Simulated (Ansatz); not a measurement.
A relaxation of cell and atoms of Hf (Fm-3m, 1 atom in the cell) with Ansatz (a program for electronic structure).

Method of the run: LDA (PW92), default PAW files made with PBE (plane waves; Ansatz).

The change in words: atoms on their sites; basis.ecutwfc: 420 eV → 210 eV; relax: default → cell and atoms. Reference geometry:
```
CELL_PARAMETERS angstrom
      0.00000     2.24644     2.24644
      2.24644     0.00000     2.24644
      2.24644     2.24644     0.00000
ATOMIC_POSITIONS crystal
  Hf 0.00000 0.00000 0.00000
```

Reference input (self-consistent single point, DFT, LDA (PW92), plane waves, default PAW files made with PBE): basis.ecutwfc = 420 eV; kpoints.mp_grid.grid = 13 13 13; hamiltonian.xc = lda; hamiltonian.pseudopotentials = {kind: paw} (the program's default PAW files); scf.occupations.method = fermi_dirac; scf.occupations.width = 0.1 eV. This run's input differs from it in these lines:

Ansatz 0.2 input:
```diff
@@ -8,3 +8,3 @@
 basis:
-  ecutwfc: 420.0
+  ecutwfc: 210.0
 kpoints:
@@ -20,2 +20,4 @@
     width: 0.1
+relax:
+  cell: {}
 output:
```

Output (repeated stretches shortened):

```
   [... SCF lines of the steps left out ...]
relax step   1: F+E_penalty+E_count = -15472.67052216 eV  Δ(F+E_penalty+E_count) = +0.000e0 eV  max|allowed force component| = 0.000e0 eV/Å  Δτ_max = 0.0000 Å  P = -12.993 GPa  Ω = 22.673 Å³  (6 SCF iters, dr2 threshold 1.00e-7 eV, accepted)
relax step   2: F+E_penalty+E_count = -15474.89496696 eV  Δ(F+E_penalty+E_count) = -2.224e0 eV  max|allowed force component| = 0.000e0 eV/Å  Δτ_max = 0.0000 Å  P = +76.678 GPa  Ω = 19.516 Å³  energy of the carried Pulay correction = +2.845e0 eV  (6 [...]
   [... lines left out ...]
relax step  16: F+E_penalty+E_count = -15472.81206897 eV  Δ(F+E_penalty+E_count) = -2.320e-2 eV  max|allowed force component| = 0.000e0 eV/Å  Δτ_max = 0.0000 Å  P = +0.001 GPa  Ω = 20.940 Å³  energy of the carried Pulay correction = +2.317e-2 eV  (3 [...]
relax step  17: F+E_penalty+E_count = -15472.78058276 eV  Δ(F+E_penalty+E_count) = +3.149e-2 eV  max|allowed force component| = 0.000e0 eV/Å  Δτ_max = 0.0000 Å  P = +0.043 GPa  Ω = 20.940 Å³  stress off target by 4.26e-2 GPa  SCF on the basis [...]
basis re-selected at this cell: Δ(F+E_penalty+E_count) = +3.149e-2 eV, ΔP = +0.042 GPa vs the last step
Stability not checked: this state was not tested for a lower state beside it, because too few of the mixer's solves of this state at the end of the SCF gave a …
Free energy (F): -15472.780583 eV
Internal energy: -15472.734256 eV  (E = F + TS)
E sigma→0 (E₀):  -15472.757419 eV
Entropy (-TS):   -0.046327 eV (-46.327 meV/atom)
Fermi energy:    20.693387 eV
--- Forces (eV/Å), atoms counted from 1 ---
  atom   1  Hf     0.00000000    -0.00000000     0.00000000
   [... lines left out ...]
to start a new deck from the relaxed geometry:
  cell:  # Å, volume = 20.9399 Å³
    - [2.653182438259942e-34, 2.187669747457903, 2.187669747457903]
    - [2.187669747457903, -4.400735815167101e-34, 2.187669747457903]
    - [2.187669747457903, 2.187669747457903, -3.2960687837793335e-34]
  atoms:
    - { symbol: Hf, position: [0.0, 0.0, 0.0] }
```

The run converged. 

Summary of the result:
| Item | Value |
|---|---|
| Free energy E − TS (on the zero of these files) | -15472.7806 eV |
| Fermi level (on the code's own zero) | 20.69 eV |
| Pressure | 0.04 GPa |
| Final cell | a = b = c = 3.094 Å, α = β = γ = 60.00° |
| Final volume per atom | 20.94 Å³ |
| Relaxation steps | 17 |

The starting cell comes from a database of computed structures (which also holds hypothetical and non-ambient phases and stackings), without a prior relaxation at this level. Its lattice was rescaled by up to half a per cent. The relaxation keeps the symmetry of its start, so its end need not be a minimum. Ansatz's pressure includes its estimate of the finite-basis (Pulay) stress. Without the estimate this run gives -148.87 GPa. The cutoff lies below the one recommended for these files.
